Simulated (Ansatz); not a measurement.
Ansatz (a quantum-chemistry and plane-wave program) run on SrZn (Pnma, 8 atoms in the cell): self-consistent single point.

Computed with PBEsol, PAW files made with PBE (plane waves; Ansatz).

```yaml
crystal:
  lattice:
    - [8.88339, 0.00000, 0.00000]
    - [0.00000, 4.54911, 0.00000]
    - [0.00000, 0.00000, 6.23291]
  atoms:
    - { symbol: Sr, position: [0.67838, 0.25000, 0.39230] }
    - { symbol: Sr, position: [0.32162, 0.75000, 0.60770] }
    - { symbol: Sr, position: [0.82162, 0.75000, 0.89230] }
    - { symbol: Sr, position: [0.17838, 0.25000, 0.10770] }
    - { symbol: Zn, position: [0.52382, 0.25000, 0.91107] }
    - { symbol: Zn, position: [0.47618, 0.75000, 0.08893] }
    - { symbol: Zn, position: [0.97618, 0.75000, 0.41107] }
    - { symbol: Zn, position: [0.02382, 0.25000, 0.58893] }
```

Reference input (self-consistent single point, DFT, PBEsol, plane waves, PAW files made with PBE): basis.ecutwfc = 420 eV; kpoints.mp_grid.grid = 3 6 5; hamiltonian.xc = pbesol; hamiltonian.pseudopotentials = {kind: paw} (the program's default PAW files); scf.occupations.method = gaussian; scf.occupations.width = 0.2 eV. This run's input differs from it in these lines:

Ansatz 0.2 input:
```diff
@@ -18,3 +18,3 @@
 kpoints:
-  mp_grid: { grid: [3, 6, 5] }
+  mp_grid: { grid: [3, 5, 4] }
 hamiltonian:
@@ -23,3 +23,3 @@
 scf:
-  occupations: { method: gaussian, width: 0.2 eV }
+  occupations: { method: gaussian, width: 0.1 eV }
 output:
```

Log, with long lists cut:

```
SCF iter   1: F=—  HF=-27098.581119 eV  |F-HF|=—  |Δ(HF+E_count)|=         —  Δρ=9.17e-2  dr2=2.01e1  ethr=3.10e-3  ⟨swp⟩=14.4  Hψ=5783  notcnv=0
all-band conjugate gradients solve this SCF's bands
preconditioner: auto → Kerker (q_TF=auto, 2.290 Å⁻¹)
SCF iter   2: F=—  HF=-27095.177457 eV  |F-HF|=—  |Δ(HF+E_count)|=    3.40e0  Δρ=3.82e-2  dr2=1.81e0  ethr=3.10e-3  ⟨swp⟩=3.6  Hψ=2403  notcnv=0  defer=33
   [... lines left out ...]
SCF iter   7: F=—  HF=-27093.894561 eV  |F-HF|=—  |Δ(HF+E_count)|=   1.01e-4  Δρ=2.97e-4  dr2=1.45e-4  ethr=1.12e-6  ⟨swp⟩=3.0  Hψ=1723  notcnv=0  defer=33
SCF iter   8: F=—  HF=-27093.894526 eV  |F-HF|=—  |Δ(HF+E_count)|=   3.52e-5  Δρ=2.63e-5  dr2=1.37e-6  ethr=1.65e-7  ⟨swp⟩=2.0  Hψ=1335  notcnv=0  defer=33
SCF iter   9: F=—  HF=-27093.894515 eV  |F-HF|=—  |Δ(HF+E_count)|=   1.14e-5  Δρ=5.84e-6  dr2=1.64e-7  ethr=1.56e-9  ⟨swp⟩=3.0  Hψ=1878  notcnv=0  defer=33
SCF iter  10: F=-27093.894515 eV  HF=-27093.894515 eV  |F-HF|=5.54e-9  |Δ(HF+E_count)|=   2.69e-8  Δρ=1.97e-6  dr2=9.15e-9  ethr=1.14e-10  ⟨swp⟩=17.2  Hψ=5091  notcnv=0
SCF 1 converged in 10 iterations: F = -27093.894515 eV  dr2 = 9.15e-9
Free energy (F): -27093.894515 eV
Internal energy: -27093.856536 eV  (E = F + TS)
E sigma→0 (E₀):  -27093.875526 eV
Entropy (-TS):   -0.037978 eV (-4.747 meV/atom)
Fermi energy:    6.918955 eV
--- Forces (eV/Å), atoms counted from 1 ---
  atom   1  Sr     0.00032091     0.00000000     0.02179217
  atom   2  Sr    -0.00032091     0.00000000    -0.02179217
  atom   3  Sr    -0.00032091     0.00000000     0.02179217
  atom   4  Sr     0.00032091     0.00000000    -0.02179217
  atom   5  Zn     0.02145760     0.00000000    -0.09836460
  atom   6  Zn    -0.02145760     0.00000000     0.09836460
  atom   7  Zn    -0.02145760     0.00000000    -0.09836460
  atom   8  Zn     0.02145760     0.00000000     0.09836460
--- Stress (GPa, compression-positive) ---
       -1.054944       0.000000       0.000000
        0.000000      -1.721484       0.000000
        0.000000       0.000000      -0.486663
  P = ⅓ Tr σ = -1.0877 GPa (-10.877 kbar)
  The stress holds the Pulay correction. Without it, at fixed plane waves, as pw.x and ABINIT print it: P = -1.1129 GPa
```

The run converged in 10 iterations. Against the reference run the free energy rises by 6.1 meV/atom, the pressure moves little (-1.12 to -1.09 GPa) and the largest force goes from 0.035 to 0.101 eV/Å.

The starting cell comes from a database of computed structures (which also holds hypothetical and non-ambient phases and stackings), without a prior relaxation at this level. Ansatz's pressure includes its estimate of the finite-basis (Pulay) stress.
